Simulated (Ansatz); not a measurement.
Take Be in the hcp (Mg type) structure (space group P6_3/mmc, No. 194; a = 2.263 Å, c = 3.566 Å; relaxed with 0.1 eV smearing) as the base. Axes: x lies along a and z along c of the hexagonal cell.

The values are results of PBE (Ansatz, an electronic-structure program), scalar-relativistic without spin-orbit coupling, not measurements.

Strains are applied to the cell and any free atomic positions relax; under biaxial strain the out-of-plane vector relaxes too.

One change was made to it. Results:

```tsv
quantity	base	after
pressure (mean of the normal stresses, compression positive)	0.0 GPa	5.0 GPa
shortest interatomic distance	4.177 bohr	4.151 bohr
```

What was done to the base?
(A) biaxial strain +1.00 %, plane normal [001], relaxed out of plane
(B) biaxial strain −2.00 %, plane normal [001], relaxed out of plane
(C) biaxial strain −0.50 %, plane normal [001], relaxed out of plane

B, biaxial strain −2.00 %, plane normal [001], relaxed out of plane. For comparison, the pressure in the other runs: biaxial strain −0.50 %, plane normal [001], relaxed out of plane gives 1.2 GPa; biaxial strain +1.00 %, plane normal [001], relaxed out of plane gives -2.2 GPa.

Stability against distortions was not tested.
